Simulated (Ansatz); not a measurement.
A short convergence ladder for Sn (I4/mmm, 1 atom in the cell)

```xyz
1
Lattice="-2.0231 2.0231 1.6558 2.0231 -2.0231 1.6558 2.0231 2.0231 -1.6558" Properties=species:S:1:pos:R:3 pbc="T T T"
Sn     0.0000     0.0000     0.0000
```

Base method: LDA (PW92), default PAW files made with PBE (plane waves; Ansatz, a quantum-chemistry and plane-wave program).

Base settings: basis.ecutwfc = 30.9 Ry; kpoints.mp_grid.grid = 13 13 13; hamiltonian.xc = lda; hamiltonian.pseudopotentials = {kind: paw} (the program's default PAW files); scf.occupations.method = gaussian; scf.occupations.width = 0.0073 Ry.

The count of work is k-points × plane waves × bands × iterations; it is no time. Core times come from one kind of shared machine, to one figure; runs under 30 s give none.

**The size of a vacancy's supercell**

On Sn (I4/mmm, 2 atoms in the cell), and larger cells.

Steps: 2 x 1 x 1 supercell, one Sn atom taken out, nothing relaxed; 2 x 2 x 1 supercell, one Sn atom taken out, nothing relaxed; and so on, with the mesh thinned in proportion.

Only quantities that move along the ladder and can be compared are tabulated.

```tsv
atoms	unrelaxed vacancy energy (eV)	count of work / last	core time / last (rough)
2	0.938	0.19	–
4	0.854	0.19	0.2
8	0.949	0.17	0.2
12	0.826	1.2	0.9
18	0.753	1.3	1
27	0.721	1.0	1
```

Smallest size that holds the unrelaxed vacancy energy within 0.05 eV: not settled: the last two steps still differ by 0.032 eV, over half the tolerance, so the ladder does not show it.

On the base run: the starting cell comes from a database of computed structures (which also holds hypothetical and non-ambient phases and stackings), without a prior relaxation at this level. Its lattice was rescaled by up to half a per cent.

Keys are those of Ansatz 0.2.
